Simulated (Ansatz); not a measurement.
Data:

End structure of a constructed model of the (111)A surface of 3C silicon carbide, Si-terminated, (√3x√3)R30° Ga adatom at H3 (bottom of the slab: 3 H on 3 bottom sites):

```yaml
crystal:
  lattice:
    - [4.64569, 2.68219, 0.00000]
    - [-4.64569, 2.68219, 0.00000]
    - [0.00000, 0.00000, 27.00000]
  atoms:
    - { symbol: C, position: [0.00000, 0.00000, 0.33826] }
    - { symbol: C, position: [0.33333, 0.66667, 0.33826] }
    - { symbol: C, position: [0.66667, 0.33333, 0.33826] }
    - { symbol: Si, position: [0.00000, 0.33333, 0.36167] }
    - { symbol: Si, position: [0.33333, 0.00000, 0.36167] }
    - { symbol: Si, position: [0.66667, 0.66667, 0.36167] }
    - { symbol: C, position: [0.00000, 0.33342, 0.43179] }
    - { symbol: C, position: [0.33325, 0.99991, 0.43179] }
    - { symbol: C, position: [0.66675, 0.66667, 0.43179] }
    - { symbol: Si, position: [0.00000, 0.66667, 0.45530] }
    - { symbol: Si, position: [0.33333, 0.33333, 0.45516] }
    - { symbol: Si, position: [0.66667, 0.00000, 0.45516] }
    - { symbol: C, position: [0.00000, 0.66667, 0.52575] }
    - { symbol: C, position: [0.33333, 0.33333, 0.52536] }
    - { symbol: C, position: [0.66667, 0.00000, 0.52536] }
    - { symbol: Si, position: [0.00000, 0.00080, 0.54879] }
    - { symbol: Si, position: [0.33414, 0.66667, 0.54879] }
    - { symbol: Si, position: [0.66586, 0.33253, 0.54879] }
    - { symbol: C, position: [0.00000, 0.00043, 0.61908] }
    - { symbol: C, position: [0.33376, 0.66667, 0.61908] }
    - { symbol: C, position: [0.66624, 0.33290, 0.61908] }
    - { symbol: Si, position: [0.00000, 0.33180, 0.64293] }
    - { symbol: Si, position: [0.33486, 0.00153, 0.64293] }
    - { symbol: Si, position: [0.66514, 0.66667, 0.64293] }
    - { symbol: H, position: [0.00000, 0.00008, 0.29740] }
    - { symbol: H, position: [0.33341, 0.66667, 0.29740] }
    - { symbol: H, position: [0.66659, 0.33325, 0.29740] }
    - { symbol: Ga, position: [0.00000, 0.66667, 0.70945] }
```

Slab: 28 atoms, 11.0 Å thick at the start with caps and adatoms (thin: gaps and levels are the slab's own); k 6x6x1, smearing 0.025 eV, dipole-corrected; 6 atoms held, the rest relaxed; held to the start's symmetry, so lower structures may exist; no spin, no spin-orbit, no U. In PBE it lies 0.20 eV a 1x1 cell over the lowest computed structure of the same composition ((√3x√3)R30° Ga adatom at T4).

Estimate the gap of the slab on its k-mesh that PBE (Ansatz, an electronic-structure program) returns for this input.

1.16 eV

Predict the highest filled level below the top vacuum level from PBE.

4.47 eV
